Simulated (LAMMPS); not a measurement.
MD of Al (fcc) at zero pressure, 864 atoms, as a liquid; each row is its own run.

Method: classical MD, pair style meam, file MoCoNiVFeAlCr_2nn.meam, run in LAMMPS.

```
T (K)  D(Al) (cm²/s)
-----  -------------
650          1.56e-5
750          2.57e-5
840          3.88e-5
1030         6.13e-5
1170         7.87e-5
1310        0.000106
1490        0.000145
```

**Question.** Fit an Arrhenius law, ln y = a + b / x, to these rows (x is the first column, y the second) and predict the run at x = 930.

**Answer.** Least squares gives a = -7.2437 and b = -2489. The slope times kB gives an activation energy of 0.21 eV. At x = 930 the fit predicts 4.92e-5 cm²/s. The run itself gave (4.93 ± 0.06) × 10^-5 cm²/s, so the fit is 0.2 % low, within the run's error.

Caution (rows 650; 750; 840): this liquid lies under the melting point of about 940 K that MEAM MoCoNiVFeAlCr_2nn.meam gives, so it is undercooled.

Errors of D are the spread over four groups of atoms in one short run; a floor of about 5 %, a picked value, is safer.
